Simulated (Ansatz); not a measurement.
Results of r²SCAN (Ansatz, a quantum-chemistry and plane-wave program, PAW) for GaSb (Immm, No. 71, 2 atoms in the cell; start mp-684664; a measured phase of this formula has another space group).

The input as run:

Ansatz 0.2 input:
```yaml
crystal:
  lattice:
    - [-1.5783535656, 2.5447713429, 2.8288657877]
    - [1.5783535656, -2.5447713429, 2.8288657877]
    - [1.5783535656, 2.5447713429, -2.8288657877]
  atoms:
    - { symbol: Ga, position: [0.0, 0.0, 0.0] }
    - { symbol: Sb, position: [0.5, 0.5, 0.0] }
basis:
  ecutwfc: 560
  ecutrho_ratio: 4
  xc_grid: 3
kpoints:
  mp_grid: { grid: [20, 20, 20] }
hamiltonian:
  xc: r2scan
  dispersion: none
  pseudopotentials: { kind: paw }
scf:
  occupations: { method: fermi_dirac, width: 0.05 }
  convergence: { dr2_threshold: 0.0000000002 }
output:
  forces: true
  stress: true
  eigenvalues: true
```

Task: How many irreducible k-points, plane waves at Γ does the program set up, and what pressure does the run end with?

Result: 1166 irreducible k-points, 1345 plane waves at Γ; P = 1.55 GPa, so the cell is compressed on average and its volume would grow at this level.

From the output:

```
Crystal: 2 atoms, lattice volume = 45.449 Å³
Basis set: ecut = 560 eV, 1345 PW (Γ), exchange–correlation on 96×96×96 points (27 copies of the dense FFT grid, shifted against one another)
Bands: 18, of which v1, the nominal top of the filled ones, is band 14 counted from 1 (13 counted from 0)
Symmetry: 8 space group operations
Space group: Immm (ITA 71), of the structure as read, at distance tolerance 3.6e-5 Å
k-points: 1166 of 8000
Functional: x = r2scan, c = r2scan; τ floored in thin density (d = 2e-4 eV/Å³)
SCF iter   1: F=—  HF=-10289.208006 eV  |F-HF|=—  |Δ(HF+E_count)|=         —  Δρ=7.80e-3  dr2=1.04e-2  dr2_τ=1.12e-3
SCF iter   2: F=—  HF=-10289.231624 eV  |F-HF|=—  |Δ(HF+E_count)|=   2.36e-2  Δρ=3.12e-3  dr2=2.68e-3  dr2_τ=4.33e-5
  ...
SCF iter   9: F=—  HF=-10289.232285 eV  |F-HF|=—  |Δ(HF+E_count)|=   2.10e-9  Δρ=7.26e-7  dr2=3.89e-10  dr2_τ=2.69e-12
SCF iter  10: F=-10289.232285 eV  HF=-10289.232285 eV  |F-HF|=1.82e-12  |Δ(HF+E_count)|=  4.91e-11  Δρ=1.44e-7  dr2=1.07e-11  dr2_τ=1.09e-13
SCF 1 converged in 10 iterations: F = -10289.232285 eV  dr2 = 1.07e-11
SCF converged after 10 iterations
Free energy (F): -10289.232285 eV
Internal energy: -10289.226654 eV  (E = F + TS)
E sigma→0 (E₀):  -10289.229469 eV
Fermi energy:    10.783076 eV
--- Stress (GPa, compression-positive) ---
        1.969387       0.000000       0.000000
        0.000000       1.414202       0.000000
        0.000000       0.000000       1.264781
  P = ⅓ Tr σ = 1.5495 GPa (15.495 kbar)
```

The PAW data were made under PBE.

Note: cell and atoms aren't relaxed at this level (pressure 1.5 GPa).

Cost on a shared machine: very roughly 2.3 core-minutes.

A start named mp-… is a Materials Project structure, which need not be a measured phase.
